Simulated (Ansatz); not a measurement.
**MgZn2: pressure 5 GPa**

Start from MgZn₂ (space group P6_3/mmc, No. 194; a = 5.1353 Å, c = 8.3379 Å).

Now apply this change: a hydrostatic pressure of 5 GPa.

Method: Kohn–Sham DFT with the PBEsol functional, run in Ansatz (a quantum-chemistry and plane-wave program) with PAW and 420 eV plane waves, no SOC. k-mesh 9×9×5 (Γ-centred); smearing 0.05 eV (Fermi–Dirac).

The volume per atom shrinks by 0.91 Å³, from 15.87 Å³ to 14.96 Å³ and the lattice parameter a falls by 10.06 pm, from 513.5 pm to 503.5 pm. The c/a ratio remains 1.624 and the enthalpy H = E + PV relative to the base's energy comes out as +0.48 eV/atom. The band gap stays zero.

Final structure:

```
MgZn2
1.0
    5.03467     0.00000     0.00000
   -2.51733     4.36015     0.00000
    0.00000     0.00000     8.17855
Mg Zn
4 8
Direct
  0.33333   0.66667   0.06267
  0.66667   0.33333   0.93733
  0.66667   0.33333   0.56267
  0.33333   0.66667   0.43733
  0.00000   0.00000   0.00000
  0.00000   0.00000   0.50000
  0.16973   0.33946   0.75000
  0.83027   0.66054   0.25000
  0.83027   0.16973   0.25000
  0.16973   0.83027   0.75000
  0.66054   0.83027   0.75000
  0.33946   0.16973   0.25000
```

Load acts through the strain it causes; cell and atoms are relaxed under it. Stability against distortions was not tested. No other phases were tried under pressure.
